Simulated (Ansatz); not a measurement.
# LaReN₃ in the cubic perovskite structure (space group Pm-3m, No. 221; a cell from a computed database, its experimental status unchecked)

Space group Pm-3m (No. 221); a = b = c = 3.9219 Å, α = β = γ = 90.00°

```
atom  site  symmetry       x       y       z
----  ----  --------  ------  ------  ------
La      1a      m-3m  0.0000  0.0000  0.0000
Re      1b      m-3m  0.5000  0.5000  0.5000
N       3c    4/mm.m  0.0000  0.5000  0.5000
```

Calculations: Ansatz (an electronic-structure program), PBEsol, PAW, cutoff 420 eV, no spin-orbit coupling. Settings: 12×12×12 k-points, 0.05 eV Fermi–Dirac smearing.

| Property | Value |
|---|---|
| Volume per atom | 12.06 Å³ |
| Density | 10.11 g/cm³ |
| Band gap | zero |
| Total energy | -3607.704 eV/atom (σ→0; compares only within this code and set-up) |

No phonon test of stability was made. The final runs are not spin-polarised. An odd electron count without spin: LaReN3. Many cubic perovskites are stable only at high temperature; tilts and polar distortions were not tested.
